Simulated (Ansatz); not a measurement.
# Nb3Ru under a change: Ru → H

The reference is Nb3Ru (space group Fm-3m, No. 225; a = 6.4311 Å; a cell from a computed database, its experimental status unchecked).

It is then changed as follows: H takes the place of Ru on all its sites; the structure is relaxed again.

Method: plane-wave PAW DFT at the r2SCAN level (Ansatz, an electronic-structure program, 500 eV), spin-orbit coupling left out. Settings: 13×13×13 k-points, 0.05 eV Fermi–Dirac smearing.

```csv
quantity,base,changed,shift
volume per atom,16.62 Å³,15.69 Å³,-0.93 Å³
density,9.48 g/cm³,7.40 g/cm³,-2.08 g/cm³
lattice parameter a,6.431 Å,6.308 Å,-0.123 Å
space group,Fm-3m (No. 225),Fm-3m (No. 225),–
shortest interatomic distance,2.785 Å,2.732 Å,-0.053 Å
band gap,zero,zero,–
```

Whether these cells are dynamically stable was not tested. As relaxed here, Nb3H is a hypothetical phase, not in the database extracts checked. The final runs are not spin-polarised.
